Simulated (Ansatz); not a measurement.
Input:

```xyz
2
Lattice="2.9190 0.0000 0.0000 0.0000 2.9190 0.0000 1.4595 -1.4595 2.1294" Properties=species:S:1:pos:R:3 pbc="T T T"
O      0.0000     0.0000     0.0000
Mg     1.4595     1.4595     0.0000
```

No spin polarisation.

Calculations: Ansatz (an electronic-structure program) r2SCAN, no spin-orbit coupling, earlier PAW set. Settings: 13×13×13 k-points, 0.05 eV Fermi–Dirac smearing.

Problem. Predict the valence-band top at Γ and gap character.

Solution. 
- Valence-band top at Γ (three highest levels, from the VBM): 0.00, -0.06, -0.06 eV
- Gap character: direct at Γ

The cells carry an imposed strain or load. Stability against distortions was not tested. The cell was made from MgO in the rock salt structure (space group Fm-3m, No. 225) by this change: biaxial strain −1.89 %, plane normal [001], relaxed out of plane.
